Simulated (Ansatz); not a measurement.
The starting structures come from a database of crystals and need not be the phases stable at ambient conditions.

 Where the default PAW files enter, the runs use the earlier of Ansatz's two default sets.

## Evanescent states of In$_{2}$O$_{3}$ (R-3c, corundum, not sure to be the ambient phase, 10 atoms a cell, 12.8 Å³ an atom) along the normal of (100)

Level of theory: r2SCAN (plane waves, PAW; Ansatz, a quantum-chemistry and plane-wave program).

The gap is the functional's own, uncorrected, and κ follows it; spin-orbit coupling is left out. Mid-gap values are interpolated between the computed energies.

Energies count from the valence-band top; κ is the least over a 6×2 mesh across the current.

```json
[
 {"E (eV)": "0.05", "κ (1/Å)": "0.099", "where": "off Γ"},
 {"E (eV)": "0.15", "κ (1/Å)": "0.137", "where": "off Γ"},
 {"E (eV)": "0.25", "κ (1/Å)": "0.163", "where": "off Γ"},
 {"E (eV)": "0.35", "κ (1/Å)": "0.179", "where": "Γ"},
 {"E (eV)": "0.45", "κ (1/Å)": "0.178", "where": "Γ"},
 {"E (eV)": "0.55", "κ (1/Å)": "0.177", "where": "Γ"},
 {"E (eV)": "0.65", "κ (1/Å)": "0.175", "where": "Γ"},
 {"E (eV)": "0.75", "κ (1/Å)": "0.173", "where": "Γ"},
 {"E (eV)": "0.85", "κ (1/Å)": "0.169", "where": "Γ"},
 {"E (eV)": "0.95", "κ (1/Å)": "0.164", "where": "Γ"},
 {"E (eV)": "1.05", "κ (1/Å)": "0.158", "where": "Γ"},
 {"E (eV)": "1.15", "κ (1/Å)": "0.150", "where": "Γ"},
 {"E (eV)": "1.25", "κ (1/Å)": "0.141", "where": "Γ"},
 {"E (eV)": "1.35", "κ (1/Å)": "0.130", "where": "Γ"},
 {"E (eV)": "1.45", "κ (1/Å)": "0.115", "where": "Γ"},
 {"E (eV)": "1.55", "κ (1/Å)": "0.097", "where": "Γ"},
 {"E (eV)": "1.65", "κ (1/Å)": "0.073", "where": "Γ"},
 {"E (eV)": "1.75", "κ (1/Å)": "0.026", "where": "Γ"}
]
```

Question: How thick must the barrier be to attenuate the transmission by 10^4 when the electrodes' Fermi level lies at 1.35 eV, and what attenuation does that film give at 1.15 eV?

Answer: d = 4 ln 10 / (2 × 0.130) = 35.4 Å. At 1.15 eV it gives 4 × 0.150/0.130 = 4.6 decades.
